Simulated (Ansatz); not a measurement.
Take ZrS₂ in the CdI2 type structure (space group P-3m1, No. 164; layered, stacked along the Cartesian z axis) as the base.

```
CELL_PARAMETERS angstrom
      3.67429     0.00000     0.00000
     -1.83714     3.18203     0.00000
      0.00000     0.00000     5.86060
ATOMIC_POSITIONS crystal
  Zr 0.00000 0.00000 0.00000
  S  0.33333 0.66667 0.24616
  S  0.66667 0.33333 0.75384
```

Computed with plane-wave PAW DFT at the r2SCAN+rVV10 level (Ansatz, a first-principles code, 500 eV), spin-orbit coupling left out.

Carriers are added at fixed cell with a uniform background; the Fermi–Dirac width is that of 300 K.

One change was made to it. Results:

The Fermi level relative to the doped band's edge (positive inside the band; to 0.05 eV) amounts to +0.60 eV; the gap between the host's bands goes up by 0.147 eV (1.17 eV → 1.31 eV); the gap character remains indirect, K–Γ (87 % along) → L.

**Question.** Which of these changes matches the shifts?
(A) electrons 3.0×10^21 cm⁻³
(B) holes 3.0×10^21 cm⁻³
(C) holes 7.0×10^21 cm⁻³

**Answer.** C, holes 7.0×10^21 cm⁻³. For comparison, the Fermi level from band edge in the other runs: holes 3.0×10^21 cm⁻³ gives +0.40 eV; electrons 3.0×10^21 cm⁻³ gives +0.25 eV.

Carriers are added with a uniform compensating background; total energy and stress of such cells depend on the potential's zero and are not compared; many-body gap narrowing is missing at this level. No phonon test of stability was made.
